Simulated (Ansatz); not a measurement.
Relaxation of the outer planes of the (0001) surface of beta Ge3N4 in its 1x1 cell (cut with top plane 3 Ge + 4 N, bottom plane 3 Ge + 4 N), outermost plane spacing 1.56 Å in the ideal cut.

Calculation: PBE (plane waves to 420 eV, PAW; Ansatz, a first-principles code).

Slab: 56 atoms, Ge24N32, 10.9 Å thick at the start; k 4x4x1, smearing 0.025 eV, dipole-corrected; all atoms relaxed; start symmetry kept, larger cells not searched; no spin, no spin-orbit, no U.

| plane | atoms | bulk spacing to the next (Å) | relaxed spacing (Å) | change (%) | rumpling (Å) |
|---|---|---|---|---|---|
| 1 | 4 N + 3 Ge | 1.557 | ___ | ___ | ___ |
| 2 | 3 Ge + 4 N | 1.557 | 1.591 | 2.2 | 0.10 (Ge outermost) |

Question: Complete the blanks.

Answer: 
- 1, relaxed spacing (Å): 1.520
- 1, change (%): -2.4
- 1, rumpling (Å): 0.52 (N outermost)
